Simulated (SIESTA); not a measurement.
**Input and output of a self-consistent single point for NiS (R3m, 6 atoms in the cell) (SIESTA)**

Computed with LDA PW92, numerical atomic orbitals DZP, PseudoDojo LDA standard norm-conserving potentials (rewritten from UPF to PSML) in SIESTA 5.4.2.

The input file:

```
# files in the folder: Ni.psml S.psml (PseudoDojo LDA standard)
SystemName  NiS
SystemLabel nis

NumberOfAtoms                6
NumberOfSpecies              2
%block ChemicalSpeciesLabel
  1 28 Ni
  2 16 S
%endblock ChemicalSpeciesLabel
LatticeConstant              5.627842 Ang
%block LatticeVectors
     0.850815641    0.491218659    0.186592658
    -0.850815641    0.491218659    0.186592658
     0.000000000   -0.982437318    0.186592658
%endblock LatticeVectors
AtomicCoordinatesFormat      Ang
%block AtomicCoordinatesAndAtomicSpecies
     1.258114264    0.726372638    1.526256690  1
    -1.258114264    0.726372638    1.526256690  1
     0.000000000   -1.452745275    1.526256690  1
     3.180479342    1.836250677    1.073237510  2
    -3.180479342    1.836250677    1.073237510  2
    -0.000000000   -3.672501353    1.073237510  2
%endblock AtomicCoordinatesAndAtomicSpecies

XC.functional                LDA
XC.authors                   PW92
PAO.BasisSize                DZP
PAO.EnergyShift              0.01 Ry
MeshCutoff                   400 Ry
%block kgrid.MonkhorstPack
    7   0   0  0.0
    0   7   0  0.0
    0   0   7  0.0
%endblock kgrid.MonkhorstPack
OccupationFunction           FD
ElectronicTemperature        136.0 meV

MaxSCFIterations             150
SCF.Mixer.Method             Pulay
SCF.Mixer.Weight             0.1
SCF.Mixer.History            6
SCF.DM.Tolerance             1.0E-05
Diag.ParallelOverK           true
WriteForces                  true
```

Output (repeated stretches shortened):

```
reinit: Reading from file input.fdf

reinit: System Name: NiS
reinit: System Label: nis

coor:   Atomic-coordinates input format  =     Cartesian coordinates
coor:                                          (in Angstroms)

siesta: Atomic coordinates (Bohr) and species
siesta:      2.37749   1.37265   2.88421  1        1
siesta:     -2.37749   1.37265   2.88421  1        2
siesta:      0.00000  -2.74529   2.88421  1        3
siesta:      6.01023   3.47001   2.02812  2        4
siesta:     -6.01023   3.47001   2.02812  2        5
siesta:     -0.00000  -6.94002   2.02812  2        6

siesta: System type = bulk

initatomlists: Number of atoms, orbitals, and projectors:      6    96   108

siesta: ******************** Simulation parameters ****************************
redata: Spin configuration                          = none
redata: Time-Reversal Symmetry                      = T
redata: Number of Atomic Species                    =        2
redata: Mesh Cutoff                                 =   400.0000 Ry
redata: Net charge of the system                    =     0.0000 |e|
redata: Min. number of SCF Iter                     =        0
redata: Max. number of SCF Iter                     =      150
redata: SCF convergence failure will abort job
redata: SCF mix quantity                            = Hamiltonian
redata: Mix DM or H after convergence               =   F
redata: Recompute H after scf cycle                 =   F
redata: Mix DM in first SCF step                    =   T
redata: No kicks to SCF
redata: DM Mixing Weight for Kicks                  =     0.5000
redata: Require Harris convergence for SCF          =   F
redata: Harris energy tolerance for SCF             =     0.000100 eV
redata: Require DM convergence for SCF              =   T
redata: DM tolerance for SCF                        =     0.000010
redata: Require EDM convergence for SCF             =   F
redata: EDM tolerance for SCF                       =     0.001000 eV
redata: Require H convergence for SCF               =   T
redata: Hamiltonian tolerance for SCF               =     0.001000 eV
redata: Require (free) Energy convergence for SCF   =   F
redata: (free) Energy tolerance for SCF             =     0.000100 eV
redata: Using DFT-D3 dispersion                     =   F
redata: Using Saved Data (generic)                  =   F
redata: Method of Calculation                       = Diagonalization
redata: Electronic Temperature                      =  1578.2145 K
redata: Number of TDED substeps                     =        3
redata: Dynamics option                             = Single-point calculation
redata: Save all siesta data in one NC              =   F
redata: ***********************************************************************

%block SCF.Mixers
  Pulay
%endblock SCF.Mixers

%block SCF.Mixer.Pulay
  # Mixing method
  method pulay
  variant stable

  # Mixing options
  weight 0.1000
  weight.linear 0.1000
  history 6
%endblock SCF.Mixer.Pulay

DM_history_depth set to one: no extrapolation allowed by default for geometry relaxation
Size of DM history Fstack: 1
Total number of electrons:    72.000000
Total ionic charge:    72.000000

* ProcessorY, Blocksize:    1  64

* Orbital distribution balance (max,min):    96    96

 Kpoints in:          196 . Kpoints trimmed:          172

siesta: k-grid: Number of k-points = 172
siesta: k-points from Monkhorst-Pack grid
siesta: k-cutoff (effective) =    11.026 Ang
siesta: k-point supercell and displacements
siesta: k-grid:     7     0     0      0.000
siesta: k-grid:     0     7     0      0.000
siesta: k-grid:     0     0     7      0.000

diag: Algorithm                                     = D&C
diag: Parallel over k                               =   F
diag: Use parallel 2D distribution                  =   F
diag: Parallel block-size                           = 64
diag: Parallel distribution                         =     1 x     1
diag: Used triangular part                          = Lower
diag: Absolute tolerance                            =  0.100E-15
diag: Orthogonalization factor                      =  0.100E-05
diag: Memory factor                                 =  1.0000

superc: Internal auxiliary supercell:     5 x     5 x     5  =     125
superc: Number of atoms, orbitals, and projectors:    750  12000  13500

                        Single-point calculation

superc: Internal auxiliary supercell:     5 x     5 x     5  =     125
superc: Number of atoms, orbitals, and projectors:    750  12000  13500

outcell: Unit cell vectors (Ang):
        4.788256    2.764501    1.050114
       -4.788256    2.764501    1.050114
        0.000000   -5.529002    1.050114

outcell: Cell vector modules (Ang)   :    5.627842    5.627842    5.627842
outcell: Cell angles (23,13,12) (deg):    116.6010    116.6010    116.6010
outcell: Cell volume (Ang**3)        :     83.4030
new_DM -- step:     1
Initializing Density Matrix...

Attempting to read DM from file... Failed...
DM filled with atomic data:

InitMesh: MESH = 60 x 60 x 60 = 216000
InitMesh: Mesh cutoff (required, used) =   400.000   433.960 Ry

stepf: Fermi-Dirac step function

        iscf     Eharris(eV)        E_KS(eV)     FreeEng(eV)     dDmax    Ef(eV) dHmax(eV)
   scf:    1   -14496.158933   -14556.989249   -14557.262115  0.912989 -1.531813 22.710793
   scf:    2   -14599.125995   -14582.756313   -14582.978725  0.246586 -2.760400  9.521841
   scf:    3   -14588.172351   -14587.534089   -14587.734825  0.161050 -3.502939  0.883985
   scf:    4   -14587.756912   -14587.692127   -14587.902498  0.050831 -3.646461  0.742548
   scf:    5   -14587.706036   -14587.711750   -14587.921744  0.014485 -3.723518  0.170743
   scf:    6   -14587.712483   -14587.714538   -14587.927400  0.005856 -3.731819  0.085632
   [... 4 lines left out ...]
   scf:   11   -14587.714761   -14587.714763   -14587.928065  0.000228 -3.729328  0.000388
   scf:   12   -14587.714767   -14587.714765   -14587.928065  0.000015 -3.729316  0.000330
   scf:   13   -14587.714777   -14587.714771   -14587.928065  0.000035 -3.729284  0.000215
   scf:   14   -14587.714773   -14587.714772   -14587.928065  0.000010 -3.729290  0.000171
   scf:   15   -14587.714771   -14587.714772   -14587.928065  0.000004 -3.729299  0.000138

SCF Convergence by DM+H criterion
max |DM_out - DM_in|         :     0.0000041873
max |H_out - H_in|      (eV) :     0.0001383907
SCF cycle converged after 15 iterations

Using DM_out to compute the final energy and forces

siesta: E_KS(eV) =           -14587.7148

siesta: E_KS - E_eggbox =    -14587.7148

siesta: Atomic forces (eV/Ang):
     1    0.112399    0.064893   -0.144343
     2   -0.112399    0.064893   -0.144343
     3   -0.000000   -0.129787   -0.144343
     4    0.046072    0.026599    0.147197
     5   -0.046072    0.026599    0.147197
     6    0.000000   -0.053199    0.147197
   Tot    0.000000   -0.000000    0.008562
   Max    0.147197
   Res    0.101798    sqrt( Sum f_i^2 / 3N )
   Max    0.147197    constrained

Stress tensor Voigt[x,y,z,yz,xz,xy] (kbar):      147.77      147.77      156.87        0.00       -0.00       -0.00
(Free)E + p*V (eV/cell)   -14595.7785
Target enthalpy (eV/cell)   -14587.9281

siesta: Program's energy decomposition (eV):
siesta: Ebs     =     -2243.498106
siesta: Eions   =     18984.128111
siesta: Ena     =      1587.965184
siesta: Ekin    =      6791.447814
siesta: Enl     =     -2081.685748
siesta: Eso     =         0.000000
siesta: Edftu   =         0.000000
siesta: DEna    =        87.190112
siesta: DUscf   =         2.135029
siesta: DUext   =         0.000000
siesta: Ex      =     -1830.936770
siesta: Ec      =      -159.702281
siesta: Exc     =     -1990.639051
siesta: Eharris =    -14587.714771
siesta: Etot    =    -14587.714772
siesta: FreeEng =    -14587.928065

siesta: Atomic forces (eV/Ang):
siesta:      1    0.112399    0.064893   -0.144343
siesta:      2   -0.112399    0.064893   -0.144343
siesta:      3   -0.000000   -0.129787   -0.144343
siesta:      4    0.046072    0.026599    0.147197
siesta:      5   -0.046072    0.026599    0.147197
siesta:      6    0.000000   -0.053199    0.147197
siesta: ----------------------------------------
siesta:    Tot    0.000000   -0.000000    0.008562

siesta: Stress tensor (static) (eV/Ang**3):
siesta:     0.092233   -0.000000   -0.000000
siesta:    -0.000000    0.092233    0.000000
siesta:    -0.000000    0.000000    0.097912

siesta: Cell volume =         83.403027 Ang**3

siesta: Pressure (static):
siesta:                Solid            Molecule  Units
siesta:          -0.00102516         -0.00106667  Ry/Bohr**3
siesta:          -0.09412611         -0.09793753  eV/Ang**3
siesta:        -150.80665734       -156.91322877  kBar
```

The run converged in 15 iterations.

The starting cell comes from a database of computed structures (which also holds hypothetical and non-ambient phases and stackings), without a prior relaxation at this level. Its lattice was rescaled by a random factor within 2.5 % of one. Spin polarisation is off, so a magnetic state, if there is one, cannot be reached. Values carry the incompleteness of an atom-centred basis. With a pressure of about -15 GPa the cell is away from its equilibrium volume at this level.

Cost on one core of a shared machine: roughly 80 s.
